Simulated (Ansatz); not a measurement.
ReB2 (model structure), treated with HSE06 (Ansatz, a first-principles code, PAW).

Numerical settings: plane-wave cutoff 520 eV, 12×12×8 k mesh (along the axes of the cell as run), Fermi–Dirac smearing 0.03 eV, no spin polarisation, scalar-relativistic PAW data made under PBE.

Starting structure:

```xyz
3
Lattice="3.0234 0.0000 0.0000 -1.5117 2.6184 0.0000 0.0000 0.0000 3.2737" Properties=species:S:1:pos:R:3 pbc="T T T"
Re     0.0000     0.0000     0.0000
B      0.0000     1.7456     1.6368
B      1.5117     0.8728     1.6368
```

Problem. Into what structure does the relaxation of cell and atoms lead at this level, with the symmetry of the start kept?

Solution. The volume drops by 1.0 %; final space group P6/mmm.
```xyz
3
Lattice="2.9302 0.0000 0.0000 -1.4651 2.5377 0.0000 0.0000 0.0000 3.4495" Properties=species:S:1:pos:R:3 pbc="T T T"
Re     0.0000     0.0000     0.0000
B      0.0000     1.6918     1.7248
B      1.4651     0.8459     1.7248
```

Note: the relaxation could raise the start's symmetry but not lower it, so the cell can be a saddle point.

A model structure was made by putting elements into a prototype or built by hand; it is no filed structure, need not be a known phase, and can be a saddle point held by its symmetry.
